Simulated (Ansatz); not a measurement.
Start from ZnO in the wurtzite structure (space group P6_3mc, No. 186; a = 3.280 Å, c = 5.293 Å). Axes: x lies along a and z along c of the hexagonal cell.

(Cell as relaxed with PBE.)

Levels (all Ansatz, a program for electronic structure, PAW): PBE (420 eV, scalar-relativistic without spin-orbit coupling); r2SCAN (500 eV, scalar-relativistic without spin-orbit coupling).

Each level relaxes its own structure.

| base | PBE | r2SCAN |
|---|---|---|
| volume per atom | 12.33 Å³ | 11.81 Å³ |
| lattice parameter a | 3.280 Å | 3.235 Å |
| band gap | 0.74 eV | 1.24 eV |

Now apply this change: biaxial strain −2.17 %, plane normal [001], relaxed out of plane (Cartesian); in-plane vectors clamped, the third vector and the atoms free.

| quantity | PBE | r2SCAN |
|---|---|---|
| out-of-plane strain | +1.96 % | +2.16 % |
| electron mass | 0.14 mₑ (at Γ) | 0.18 mₑ out of plane, 0.20 mₑ in plane (at Γ) |
| band gap | 0.71 eV | 1.21 eV |

PBE's out-of-plane strain lies 0.195 % below r2SCAN's; PBE's band gap lies 0.50 eV below r2SCAN's. Neither level is exact; r2SCAN is the comparison here, not a measurement.

Masses are band curvatures over ±0.01 Å⁻¹ around the edge. Gaps are read on the SCF mesh and a high-symmetry path. No phonon test of stability was made.
